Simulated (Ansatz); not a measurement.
Data:

```xyz
2
Lattice="0.0138 2.4190 2.4190 2.4328 0.0000 2.4328 2.4190 2.4190 0.0138" Properties=species:S:1:pos:R:3 pbc="T T T"
S      3.6492     3.6317     3.6492
Be     0.0000    -0.0032     0.0000
```

No spin polarisation.

All numbers come from PBEsol/PAW in Ansatz (a program for electronic structure), no spin-orbit coupling. k-mesh 12×12×12 (Γ-centred); smearing 0.05 eV (Fermi–Dirac).

Q: Predict the stress and gap character.

A: The stress (xx, yy, zz, yz, xz, xy; compression positive) is (0.01, 0.00, 0.01, 0.00, -0.95, 0.00) GPa and the gap character is indirect, Γ → X.

The cells carry an imposed strain or load. Stability against distortions was not tested. The cell was made from BeS in the zinc blende structure (space group F-43m, No. 216) by this change: tensor shear ε_xz = +0.57 %.
